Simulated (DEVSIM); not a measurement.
Device: abrupt CdTe n-p junction, at 300 K.

```tsv
layer (left to right)	material	thickness (μm)	Nd (cm⁻³)	Na (cm⁻³)	τn (s)	τp (s)
1	CdTe	5.80	1.6e17	-	7.5e-9	7.5e-9
2	CdTe	0.310	-	1e16	7.5e-9	7.5e-9
```

Left contact: ohmic. Right contact: ohmic. Voltage is applied to the left contact. Recombination: SRH at mid-gap. Mobility is μmin + (μ − μmin)/(1 + (N/Nref)^α).

The device is made up for the run: typed textbook-type constants, with dimensions and the other settings drawn at random. Values at 300 K.

```csv
parameter,CdTe
gap (eV),1.5
affinity (eV),4.28
permittivity,10.2
Nc (cm⁻³),8e17
Nv (cm⁻³),1.8e19
μn (cm²/Vs),1000
μp (cm²/Vs),80
"μn,min",100
"μp,min",10
"Nref,n",1e17
"Nref,p",1e17
αn,0.6
αp,0.6
```

Model (solved in DEVSIM): 1D drift-diffusion, Boltzmann statistics, complete ionisation; no tunnelling, impact ionisation, image-force lowering or self-heating.

Task: Tabulate band edges, carrier densities and field at 10.0 V on the left contact.

Result: Energies count from the Fermi level of the right contact; mesh points crowd at the junctions.

```tsv
x (μm)	Ec (eV)	Ev (eV)	n (cm⁻³)	p (cm⁻³)	field (V/cm)
0.000	-9.958	-11.458	1.6e17	< 1e2	≈ 0
0.02022	-9.958	-11.458	1.6e17	< 1e2	≈ 0
0.05733	-9.958	-11.458	1.6e17	< 1e2	≈ 0
0.1254	-9.958	-11.458	1.6e17	< 1e2	≈ 0
0.3259	-9.958	-11.458	1.6e17	< 1e2	≈ 0
0.6183	-9.958	-11.458	1.6e17	< 1e2	≈ 0
1.155	-9.958	-11.458	1.6e17	< 1e2	≈ 0
2.625	-9.958	-11.458	1.6e17	< 1e2	≈ 0
4.025	-9.958	-11.458	1.6e17	< 1e2	≈ 0
4.844	-9.958	-11.458	1.6e17	< 1e2	≈ 0
5.290	-9.958	-11.458	1.6e17	< 1e2	≈ 0
5.596	-9.958	-11.458	1.6e17	< 1e2	≈ 0
5.700	-9.898	-11.398	1.6e16	< 1e2	46000
5.756	-9.190	-10.689	19000	< 1e2	210000
5.794	-8.216	-9.716	< 1e2	< 1e2	310000
5.810	-7.685	-9.185	< 1e2	< 1e2	330000
5.837	-6.833	-8.333	< 1e2	< 1e2	320000
5.881	-5.434	-6.934	< 1e2	< 1e2	310000
5.984	-2.281	-3.781	< 1e2	< 1e2	300000
6.046	-0.474	-1.974	< 1e2	100	280000
6.083	0.573	-0.927	< 1e2	5000	280000
6.110	1.306	-0.194	< 1e2	1.0e16	270000
```
